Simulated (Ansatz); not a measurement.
**Do energy and pressure agree? Two volumes of InP (R3m, 2 atoms in the cell)**

```yaml
crystal:
  lattice:
    - [0.00000, 2.92619, 2.92619]
    - [2.92619, 0.00000, 2.92619]
    - [2.92619, 2.92619, 0.00000]
  atoms:
    - { symbol: In, position: [0.00493, 0.00493, 0.00493] }
    - { symbol: P, position: [0.25000, 0.25000, 0.25000] }
```

Method of the run: LDA (PW92), default PAW files made with PBE (plane waves; Ansatz, a first-principles code).

Settings: basis.ecutwfc = 1010 eV; kpoints.mp_grid.grid = 7 7 7; hamiltonian.xc = lda; hamiltonian.pseudopotentials = {kind: paw} (the program's default PAW files); scf.occupations.method = fermi_dirac; scf.occupations.width = 0.02 eV. This cutoff ends a ladder whose last two steps agree within 1 meV/atom.

The second cell is the first with its lattice scaled by 0.98, at the same fractional positions.

The starting cell has typed, rounded lattice constants, without a prior relaxation at this level. Its lattice was rescaled by up to half a per cent. One atom was moved a little off its site on purpose. Ansatz's pressure includes its estimate of the finite-basis (Pulay) stress.

| cell | volume (Å³/atom) | pressure (GPa) | F less the first cell's (meV/atom) |
|---|---|---|---|
| first | 25.0559 | -0.86 | 0.00 |
| second | 23.5824 | 3.83 | ? |

Estimate the energy of the second cell from the pressures, and the bulk modulus between the two volumes.

With P = −dF/dV, the trapezoid gives ΔF ≈ −(P₁ + P₂)/2 · ΔV = −(1.485 GPa) · (-1.4735 Å³) = 13.66 meV/atom (1 eV/Å³ = 160.22 GPa). The modulus at fixed fractional positions is B = −ΔP/Δln V = 77 GPa, a mean over the interval. P(V) is curved, so the trapezoid lies high by about |ΔV|³·B·(1 + B′)/(12·V̄²) = 1.09 meV/atom for an assumed B′ = 4, which leaves 12.57 meV/atom. The runs gave 12.46 meV/atom, a miss of 0.11 meV/atom. Cases were kept where this miss is small, so the page shows the method and is no test of it.

Left out of this page: 15 runs of the series outside the window shown, repeating another row's setting, or not comparable.

Keys are those of Ansatz 0.2.
